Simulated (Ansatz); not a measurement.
## What isotropic strain −1.50 % does to Zr

Take Zr in the hcp (Mg type) structure (space group P6_3/mmc, No. 194; a = 3.244 Å, c = 5.158 Å; relaxed with 0.1 eV smearing) as the base.

The change: every lattice vector is shortened by 1.50 %; the atoms relax in the strained cell.

Computed with r2SCAN (Ansatz, an electronic-structure program), no SOC. Γ-centred 20×20×11 mesh, Fermi–Dirac width 0.1 eV.

The volume per atom falls by 1.04 Å³ to 22.47 Å³ and the space group is still P6_3/mmc (No. 194). The shortest interatomic distance decreases by 0.0478 Å, from 3.187 Å to 3.140 Å and the energy rises by 15 meV/atom. The band gap remains zero.

Cost of the whole job for the changed cell (relaxation, final SCF and bands): roughly 30 core-seconds.

Whether these cells are dynamically stable was not tested. All final runs are without spin polarisation.
